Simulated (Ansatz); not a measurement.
We consider CsCl-type AuZn (cubic form, which distorts at low temperature), described by LC-ωPBE (Ansatz, an electronic-structure program, plane waves, PAW).

Run with plane-wave cutoff 460 eV, 8×8×8 k mesh, Fermi–Dirac smearing 0.05 eV, scalar-relativistic PAW data made under PBE.

Computed points:

```tsv
V (Å³/atom)	E − E_lowest (meV/atom)
14.444	21.42
14.824	5.30
15.204	0.00
15.415	1.16
15.584	3.96
15.964	15.87
```

Problem. Estimate the bulk modulus and its pressure derivative from these points.

Solution. V0 = 15.221 Å³/atom, B0 = 155 GPa, B′ = 5.2 (fit to the energies at full precision).

Measured, for comparison: bulk modulus 131 GPa (temperature not stated, not corrected to a static lattice; as tabulated in Nepal et al. (2020), arXiv:2007.11150). Computed (rounded) less measured: bulk modulus +18 %.

Note: symmetry holds this phase in the static calculation, where it need not be a minimum.

Spin–orbit coupling is not included; it can shift volumes and moduli of such heavy elements.

Computed values are for the static lattice.

Computing time: about 26 core-minutes (a rough figure).
